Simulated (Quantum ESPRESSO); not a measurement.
## A short convergence ladder for LaSi2Ag2 (I4mm, 5 atoms in the cell)

```xyz
5
Lattice="2.1632 -2.1632 5.3560 2.1632 2.1632 5.3560 -2.1632 -2.1632 5.3560" Properties=species:S:1:pos:R:3 pbc="T T T"
La     0.0000     0.0000     0.0500
Si     0.0000     0.0000     6.5302
Si     0.0000     0.0000     4.1819
Ag     0.0000     2.1632     2.6780
Ag    -2.1632     0.0000     2.6780
```

Base method: LDA (PZ), GBRV 1.5 ultrasoft (LDA) pseudopotentials (plane waves; Quantum ESPRESSO).

Base settings: ecutwfc = 40 Ry; ecutrho = 320 Ry; occupations = smearing; smearing = fermi-dirac; degauss = 0.0073499 Ry; potentials = {La: la_lda_v1.uspp.F.UPF, Si: si_lda_v1.uspp.F.UPF, Ag: ag_lda_v1.4.uspp.F.UPF}; K_POINTS = automatic 5 5 5 0 0 0; conv_thr = 1e-09 Ry; mixing_beta = 0.3.

The count of work is k-points × plane waves × bands × iterations; it is no time. 

**The k-point mesh**

Only quantities that move along the ladder and can be compared are tabulated.

```tsv
K_POINTS	free energy less the last step's (meV/atom)	pressure (GPa)	largest difference of a force vector from the last step's (eV/Å)	count of work / last
automatic 2 2 2 0 0 0	86.34	-8.59	1.120	0.13
automatic 3 3 3 0 0 0	-29.25	-7.63	0.172	0.21
automatic 4 4 4 0 0 0	-4.41	-7.81	0.018	0.40
automatic 5 5 5 0 0 0	0.24	-7.65	0.013	0.64
automatic 6 6 6 0 0 0	0.00	-7.70	0.000	1.0
```

Coarsest K_POINTS that holds the free energy within 2 meV/atom of the last step, with all finer ones: automatic 5 5 5 0 0 0; the step before is off by 4.4 meV/atom.

Coarsest K_POINTS that holds the pressure within 0.2 GPa of the last step, with all finer ones: automatic 3 3 3 0 0 0, at 0.21 of the last step's count of work; the step before is off by 0.89 GPa.

Coarsest K_POINTS that holds the forces within 0.02 eV/Å: not settled: the last two steps still differ by 0.013 eV/Å, over half the tolerance, so the ladder does not show it.

On the base run: the starting cell comes from a database of computed structures (which also holds hypothetical and non-ambient phases and stackings), without a prior relaxation at this level. Its lattice was rescaled by up to half a per cent. One atom was moved a little off its site on purpose. In the base run, with a pressure of about -8 GPa the cell is away from its equilibrium volume at this level.
